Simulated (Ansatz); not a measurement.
## KTaO3, response to strain

Start from KTaO$_{3}$ in the cubic perovskite structure (space group Pm-3m, No. 221; a = 3.9520 Å).

Strains are applied to the cell and any free atomic positions relax.

Level of theory: LDA (Ansatz, an electronic-structure program, PAW, no spin-orbit coupling).

```
isotropic strain (%)  pressure (GPa)
--------------------  --------------
0                                0.0
0.6                             -3.8
1.2                             -7.2
1.8                                ?
2.4                            -13.3
3                              -15.9
```

### Question
Fit P = P₀ − Bδ + Cδ² with δ = (1 + ε)³ − 1 to the rows shown and predict the withheld row.

### Answer
Least squares on the printed values gives P₀ = 0.0 GPa, B = 215 GPa, C = 472 GPa (largest residual 0.0 GPa); this predicts -10.4 GPa, and the run gives -10.4 GPa, in agreement.

Stability against distortions was not tested.
